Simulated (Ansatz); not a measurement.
## SnO, response to strain

Start from SnO in the litharge type structure (space group P4/nmm, No. 129; a = 3.770 Å, c = 4.560 Å; layered, stacked along the Cartesian z axis). Axes: x, y, z lie along a, b, c of the conventional cell.

Strains are applied to the cell and any free atomic positions relax; under biaxial strain the out-of-plane vector relaxes too.

Calculations: PBEsol-D3(BJ), PAW, 420 eV (Ansatz, a program for electronic structure; no spin-orbit coupling).

Notes on the quantities. pressure: mean of the normal stresses, compression positive.

| change | pressure | volume per atom | band gap | space group |
|---|---|---|---|---|
| base | 0.0 GPa | 16.20 Å³ | zero | P4/nmm (No. 129) |
| biaxial strain −2.87 %, plane normal [001], relaxed out of plane | 4.0 GPa | 15.53 Å³ | zero | P4/nmm (No. 129) |
| biaxial strain −1.13 %, plane normal [001], relaxed out of plane | … | … | zero | P4/nmm (No. 129) |
| biaxial strain −0.37 %, plane normal [001], relaxed out of plane | 0.4 GPa | 16.12 Å³ | zero | P4/nmm (No. 129) |
| isotropic strain −4.29 % | 10.8 GPa | 14.21 Å³ | zero | P4/nmm (No. 129) |
| isotropic strain −1.78 % | 3.5 GPa | 15.35 Å³ | zero | P4/nmm (No. 129) |
| isotropic strain +0.27 % | -0.4 GPa | 16.33 Å³ | zero | P4/nmm (No. 129) |
| isotropic strain +4.54 % | -5.9 GPa | 18.51 Å³ | 0.54 eV | P4/nmm (No. 129) |
| uniaxial strain ε_xx = +3.17 % | -2.0 GPa | 16.72 Å³ | zero | Pmmn (No. 59) |
| tensor shear ε_xy = +0.14 % | 0.0 GPa | 16.20 Å³ | zero | Cmme (No. 67) |

Problem. Complete the table.

Solution. 
- biaxial strain −1.13 %, plane normal [001], relaxed out of plane, pressure: 1.3 GPa
- biaxial strain −1.13 %, plane normal [001], relaxed out of plane, volume per atom: 15.93 Å³

Without a gap, meshes like the base's 12×12×10 leave anisotropic stresses uncertain by several tenths of a GPa, and small strain energies with them. Stability against distortions was not tested. The final runs are not spin-polarised. A zero or small gap of SnO can be the functional's error rather than a property of the material.
